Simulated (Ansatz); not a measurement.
Results of r²SCAN (plane waves, PAW; Ansatz, a first-principles code) for AuAg (model structure, P4/mmm, No. 123, 2 atoms in the cell).

Input:

Ansatz 0.2 input:
```yaml
crystal:
  lattice:
    - [2.9105737913, 0.0, 0.0]
    - [0.0, 2.9105737913, 0.0]
    - [0.0, 0.0, 4.1815054991]
  atoms:
    - { symbol: Ag, position: [0.5, 0.5, 0.5] }
    - { symbol: Au, position: [0.0, 0.0, 0.0] }
basis:
  ecutwfc: 560
  ecutrho_ratio: 4
  xc_grid: 3
kpoints:
  mp_grid: { grid: [18, 18, 14] }
hamiltonian:
  xc: r2scan
  dispersion: none
  pseudopotentials: { kind: paw }
scf:
  occupations: { method: fermi_dirac, width: 0.05 }
output:
  forces: true
  stress: true
  eigenvalues: true
relax:
  f_tol: 0.004
  escape_saddle: false
  max_steps: 80
  cell: { stress_tol: 0.02, fix: [volume] }
```

The run printed, among other lines:

```
Relaxation: its limit of steps is 80 (relax.max_steps)
Crystal: 2 atoms, lattice volume = 35.423 Å³
Basis set: ecut = 560 eV, 1057 PW (Γ), exchange–correlation on 72×72×108 points (27 copies of the dense FFT grid, shifted against one another)
Bands: 23, of which v1, the nominal top of the filled ones, is band 19 counted from 1 (18 counted from 0)
Symmetry: 16 space group operations
Space group: P4/mmm (ITA 123), of the structure as read, at distance tolerance 3.3e-5 Å
k-points: 440 of 4536
Functional: x = r2scan, c = r2scan; τ floored in thin density (d = 2e-4 eV/Å³)
SCF iter   1: F=—  HF=-20767.620422 eV  |F-HF|=—  |Δ(HF+E_count)|=         —  Δρ=1.38e-2  dr2=7.21e-2  dr2_τ=5.60e-3
SCF iter   2: F=—  HF=-20767.607118 eV  |F-HF|=—  |Δ(HF+E_count)|=   1.33e-2  Δρ=5.91e-3  dr2=1.11e-2  dr2_τ=1.90e-3
  ...
SCF 1 converged in 8 iterations: F = -20767.607943 eV  dr2 = 4.20e-8
Crystal: 2 atoms, lattice volume = 35.423 Å³
Initial density: handed on by an earlier stage of this run
SCF iter   5: F=—  HF=-20767.607943 eV  |F-HF|=—  |Δ(HF+E_count)|=  1.82e-11  Δρ=2.46e-7  dr2=2.86e-11  dr2_τ=1.16e-12
SCF iter   6: F=-20767.607943 eV  HF=-20767.607943 eV  |F-HF|=3.64e-12  |Δ(HF+E_count)|=  2.18e-11  Δρ=7.21e-8  dr2=1.58e-12  dr2_τ=9.92e-14
SCF 2 converged in 6 iterations: F = -20767.607943 eV  dr2 = 1.58e-12
SCF converged after 6 iterations
Free energy (F): -20767.607943 eV
Internal energy: -20767.603524 eV  (E = F + TS)
E sigma→0 (E₀):  -20767.605733 eV
Fermi energy:    17.931955 eV
--- Forces (eV/Å), atoms counted from 1 ---
  atom   1  Ag     0.00000000     0.00000000     0.00000000
  atom   2  Au     0.00000000     0.00000000     0.00000000
--- Stress (GPa, compression-positive) ---
       -2.360634       0.000000       0.000000
        0.000000      -2.360634       0.000000
        0.000000       0.000000      -2.387843
  P = ⅓ Tr σ = -2.3697 GPa (-23.697 kbar)
```

The cell is one volume of an energy–volume scan, off the minimum.

The PAW data were made under PBE.

Note: the relaxation could raise the start's symmetry but not lower it, so the cell can be a saddle point.

The result took very roughly 50 core-seconds.

A model structure was made by putting elements into a prototype or built by hand; it is no filed structure, need not be a known phase, and can be a saddle point held by its symmetry.
